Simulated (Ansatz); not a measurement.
Start from CuI in the zinc blende structure (space group F-43m, No. 216).

```xyz
2
Lattice="0.0000 3.0114 3.0114 3.0114 0.0000 3.0114 3.0114 3.0114 0.0000" Properties=species:S:1:pos:R:3 pbc="T T T"
Cu     0.0000     0.0000     0.0000
I      1.5057     1.5057     1.5057
```

All numbers come from r2SCAN (Ansatz, a program for electronic structure; PAW; 500 eV plane waves; spin-orbit coupling left out).

Base values:

```
Property                            Value
-------------  --------------------------
Hole mass      0.29, 0.71, 0.71 mₑ (at Γ)
Gap character                 direct at Γ
Band gap                          1.67 eV
```

One thing is altered: an isotropic linear strain of −2.00 %, atoms relaxed at fixed cell.

Q: What does the calculation give for the hole mass after the change?

A: The hole mass (degenerate bands, along [100]) changes from 0.29, 0.71, 0.71 mₑ (at Γ) to 0.28, 0.62, 0.62 mₑ (at Γ).

Q: How does this affect the gap character?

A: The gap character stays direct at Γ.

Q: What happens to the band gap?

A: The band gap rises by 0.19 eV to 1.86 eV.

Spin-orbit coupling, missing from the scalar runs, can matter with I. Masses are band curvatures over ±0.01 Å⁻¹ around the edge. Stability against distortions was not tested. All final runs are without spin polarisation.
